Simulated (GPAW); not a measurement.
GPAW run on Pb2Au (Ibam, 6 atoms in the cell): self-consistent single point.

Method of the run: PBEsol, GPAW PAW datasets PBEsol (made by gpaw-setup) (plane waves; GPAW 25.7.0).

The change in words: lattice scaled by 0.98. Reference geometry:
```xyz
6
Lattice="-3.6353 3.6404 2.7996 3.6353 -3.6404 2.7996 3.6353 3.6404 -2.7996" Properties=species:S:1:pos:R:3 pbc="T T T"
Pb     1.1601     1.1625     0.0000
Pb     2.4752     2.4780     2.7996
Pb     4.7954     2.4780     0.0000
Pb    -1.1601     1.1625     2.7996
Au     0.0000     3.6404     1.3998
Au     3.6353     0.0000     1.3998
```

Reference input (self-consistent single point, DFT PBEsol, plane waves, GPAW PAW datasets PBEsol (made by gpaw-setup)): mode = pw; ecut = 600 eV; xc = PBEsol; kpts = 4 4 4; mesh shift (steps) = 0 0 0; occupations.name = methfessel-paxton; occupations.width = 0.136 eV; occupations.order = 0; nbands = -14; symmetry.symmorphic = false; symmetry.tolerance = 0.0005; maxiter = 100. This run's input differs from it in these lines:

```diff
@@ -5,5 +5,5 @@
 atoms = Atoms(['Pb', 'Pb', 'Pb', 'Pb', 'Au', 'Au'],
-              cell=[[-3.635334, 3.640438, 2.799625],
-                    [3.635334, -3.640438, 2.799625],
-                    [3.635334, 3.640438, -2.799625]],
+              cell=[[-3.562627, 3.567629, 2.743632],
+                    [3.562627, -3.567629, 2.743632],
+                    [3.562627, 3.567629, -2.743632]],
               scaled_positions=[[0.159660, 0.159560, 0.319220],
```

Output, abridged:

```
     iter     time        total  log10-change:
                         energy   eigst   dens
iter:   1 --:--:--   -26.228335
iter:   2 --:--:--   -25.881697   -1.27  -1.54
iter:   3 --:--:--   -25.035699   -1.44  -1.57
iter:   4 --:--:--   -25.006523   -2.68  -1.81
iter:   5 --:--:--   -24.906133   -2.26  -1.84
iter:   6 --:--:--   -25.057124   -2.26  -2.39
iter:   7 --:--:--   -24.957379   -3.16  -2.13
iter:   8 --:--:--   -24.891192   -2.77  -2.32
iter:   9 --:--:--   -24.891432   -4.45  -2.93
iter:  10 --:--:--   -24.890754c  -4.50  -3.06
iter:  11 --:--:--   -24.890934c  -4.50  -3.44
iter:  12 --:--:--   -24.890665c  -5.27  -3.35
iter:  13 --:--:--   -24.890658c  -6.30  -3.45
iter:  14 --:--:--   -24.890686c  -5.84  -3.46
   [... 2 lines left out ...]
iter:  17 --:--:--   -24.890643c  -5.97  -3.72
iter:  18 --:--:--   -24.890639c  -6.42  -3.83
iter:  19 --:--:--   -24.890637c  -6.72  -3.86
iter:  20 --:--:--   -24.890612c  -6.37  -3.95
iter:  21 --:--:--   -24.890611c  -7.49c -4.09c
Converged after 21 iterations.

Dipole moment: (-0.000000, -0.000000, 0.000000) |e|*Ang

Energy contributions relative to reference atoms: (reference = -3301403.288487)

Kinetic:        +35.619039
Potential:      -34.007489
External:        +0.000000
XC:             -26.669932
Entropy (-ST):   -0.027930
Local:           +0.181736
SIC:             +0.000000
--------------------------
Free energy:    -24.904576
Extrapolated:   -24.890611

Showing only first 2 kpts
 Kpt  Band  Eigenvalues  Occupancy
  0    37      7.62530    2.00000
  0    38      7.80758    2.00000
  0    39      7.80775    2.00000
  0    40      8.22039    2.00000

  1    37      8.14075    2.00000
  1    38      8.80813    2.00000
  1    39     10.05077    0.00000
  1    40     10.76891    0.00000

Fermi level: 9.45905

No gap
   [... lines left out ...]
  0 Pb   -0.18620   -0.18538    0.00000
  1 Pb    0.18620    0.18538    0.00000
  2 Pb   -0.18620    0.18538    0.00000
  3 Pb    0.18620   -0.18538    0.00000
  4 Au    0.00000    0.00000    0.00000
  5 Au    0.00000    0.00000    0.00000

Stress tensor:
    -0.043655     0.000000    -0.000000
     0.000000    -0.043495     0.000000
    -0.000000     0.000000    -0.056794
Stress (GPa, Voigt): [-6.9943 -6.9687 -9.0994  0.     -0.      0.    ]
```

The run converged in 21 iterations. GPAW prints stress with tension positive. Against the reference run the free energy goes up by 42.3 meV/atom, the pressure goes from 1.93 to 7.69 GPa and the largest force goes from 0.122 to 0.263 eV/Å.

The starting cell comes from a database of computed structures (which also holds hypothetical and non-ambient phases and stackings), without a prior relaxation at this level. Its lattice was rescaled by a random factor within 2.5 % of one. For this run, on top of that: lattice scaled by 0.98. With a pressure of about 8 GPa the cell is away from its equilibrium volume at this level.

Cost on one core of a shared machine: roughly 4 min.
